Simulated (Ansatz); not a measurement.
# NbAs: pressure −1 GPa

Consider NbAs (space group I4_1md, No. 109; a = 3.458 Å, c = 11.764 Å).

It is then changed as follows: hydrostatic tension (pressure −1 GPa).

The values are results of r2SCAN, PAW, 500 eV (Ansatz, a program for electronic structure; without spin-orbit coupling), not measurements. k-mesh 19×19×19 (Γ-centred); smearing 0.05 eV (Fermi–Dirac).

```json
[
 {"quantity": "volume per atom", "base": "17.59 Å³", "changed": "17.69 Å³", "shift": "+0.105 Å³"},
 {"quantity": "lattice parameter a", "base": "3.458 Å", "changed": "3.464 Å", "shift": "+0.006 Å"},
 {"quantity": "c/a ratio", "base": "3.402", "changed": "3.406", "shift": "+0.004"},
 {"quantity": "shortest interatomic distance", "base": "2.624 Å", "changed": "2.629 Å", "shift": "+0.005 Å"},
 {"quantity": "enthalpy H = E + PV relative to the base's energy", "base": "–", "changed": "-0.11 eV/atom", "shift": "–"},
 {"quantity": "band gap", "base": "zero", "changed": "zero", "shift": "–"}
]
```

Cost of the whole job for the changed cell (relaxation, final SCF and bands): very roughly 24 core-minutes.

Load acts through the strain it causes; cell and atoms are relaxed under it. No phonon test of stability was made. All final runs are without spin polarisation. The zero or small gap of NbAs can change with the level of theory.
